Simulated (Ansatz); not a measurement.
AsP (model structure, started from the NiAs type, P6₃/mmc, No. 194, 4 atoms in the cell)

These are PBE (plane waves, PAW; Ansatz, a first-principles code) values and carry that method's errors.

Run with plane-wave cutoff 520 eV, scalar-relativistic PAW data made under PBE.

Cell (relaxed at this level):

```yaml
crystal:
  lattice:
    - [3.58166, 0.00000, 0.00000]
    - [-1.79083, 3.10180, 0.00000]
    - [0.00000, 0.00000, 6.56453]
  atoms:
    - { symbol: As, position: [0.00000, 0.00000, 0.00000] }
    - { symbol: As, position: [0.00000, 0.00000, 0.50000] }
    - { symbol: P, position: [0.33333, 0.66667, 0.25000] }
    - { symbol: P, position: [0.66667, 0.33333, 0.75000] }
```

```
Quantity        Result
------------  --------
bulk modulus  78.5 GPa
```

Note: the bulk modulus is −V dP/dV from two relaxed cells at ±2 % in volume; the relaxation could raise the start's symmetry but not lower it, so the cell can be a saddle point.

The computed numbers hold no vibrational or temperature effects.

It cost about 2.1 core-minutes (a rough figure) of CPU time.

A model structure was made by putting elements into a prototype or built by hand; it is no filed structure, need not be a known phase, and can be a saddle point held by its symmetry.
